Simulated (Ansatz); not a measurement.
Defect: interstitial Al in monoclinic HfO2, charge state +3. The step: a concerted move, in which Al travels most (a rearrangement that moves the defect's centre by under 1 Å); the atom moves 0.75 Å along (0.12, -0.08, 0.03) of the unit cell; the moving atom starts with neighbours O at 1.80, O at 1.83, O at 1.88, 2 O at 1.89 Å and ends with O at 1.80, O at 1.83, O at 1.88, 2 O at 1.89 Å. DFT values are from Ansatz (plane-wave PAW, 420 eV unless said) in a cell of 96 host sites, spin-restricted, static, with no finite-size correction. The charge state is imposed; whether it is stable for some Fermi level was not computed. Sites that were not tried may lie lower. For the PBE band: the saddle point's order was not checked, and it lies on a symmetry element of the cell, where a band can be held.

```
Level                                                              Forward barrier (eV)  Cost of the band or of the saddle's single point
-----------------------------------------------------------------  --------------------  ------------------------------------------------
CHGNet universal potential (has no charge state), its own band                     0.17                                                 -
PBE, the Γ point alone, band relaxed                                               0.24            about 30 core-minutes (a rough figure)
PBE, a 2×2×2 k-point mesh shifted by half a step, same geometries                  0.23                    around 11 core-minutes (rough)
r2SCAN at 500 eV, the Γ point alone, same geometries                                  ?                          roughly 2.3 core-minutes
```

Problem. Fill in the missing entries.

Solution. 
- r2SCAN at 500 eV, the Γ point alone, same geometries, Forward barrier (eV): 0.29

Ansatz is an electronic-structure program.
